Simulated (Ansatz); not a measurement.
```cif
data_Ge4Pt2
_chemical_formula_sum 'Ge4 Pt2'
_space_group_name_H-M_alt 'P 1'
_space_group_IT_number 1
_cell_length_a 5.76873
_cell_length_b 6.21258
_cell_length_c 2.91987
_cell_angle_alpha 90.000
_cell_angle_beta 90.000
_cell_angle_gamma 90.000
loop_
_space_group_symop_operation_xyz
  'x, y, z'
loop_
_atom_site_label
_atom_site_type_symbol
_atom_site_fract_x
_atom_site_fract_y
_atom_site_fract_z
_atom_site_occupancy
Ge1 Ge 0.83323 0.37137 0.00000 1
Ge2 Ge 0.16677 0.62863 0.00000 1
Ge3 Ge 0.33323 0.12863 0.50000 1
Ge4 Ge 0.66677 0.87137 0.50000 1
Pt1 Pt 0.00000 0.00000 0.00000 1
Pt2 Pt 0.50000 0.50000 0.50000 1
```

PtGe2 (Pnnm), PBEsol, DFPT electron-phonon coupling, linearised Boltzmann equation (plane waves, PAW, scalar-relativistic; Ansatz, a quantum-chemistry and plane-wave program): the phonon-limited resistivity at 300 K is 27.1 μΩ·cm (x, a), 17.5 μΩ·cm (y, b), 37.8 μΩ·cm (z, c). Third figures are kept for the arithmetic.

Question: Bound the resistivity of a random, dense polycrystal without boundary scattering, and give the anisotropy.

Answer: Largest over smallest: 2.2. Upper bound, grains in series: (27.1 + 17.5 + 37.8)/3 = 27 μΩ·cm. Lower bound, grains side by side: 3/Σ(1/ρ) = 25 μΩ·cm. The best single-crystal direction lies 30 % under the lower bound.

Question: The current-weighted mean free path is 9.07 nm along y and 6.85 nm along z. How does ρ₀ℓ differ between these directions?

Answer: y: 17.5 × 9.07 = 15.9×10⁻¹⁶ Ω·m²; z: 37.8 × 6.85 = 26×10⁻¹⁶ Ω·m², a ratio of 1.63. The size effect in a wire also hangs on the velocities towards its walls, so the isotropic formulas don't carry over to this crystal.

A metal at this level (no band gap). Only scattering by harmonic phonons is included (no impurities, grain boundaries, electron-electron scattering or thermal expansion). Spin-orbit coupling is left out, which matters with elements this heavy. Halving the electron mesh (16x16x28) moves the resistivity by up to 7 % at 300 K, the mean free path by up to 7 %. Smearing 0.20 eV; phonons on a 3x3x5 q mesh, which this run doesn't test.

Formula and space group known from diffraction (Crystallography Open Database), not checked to be the room-temperature form: PtGe2 (Pnnm).
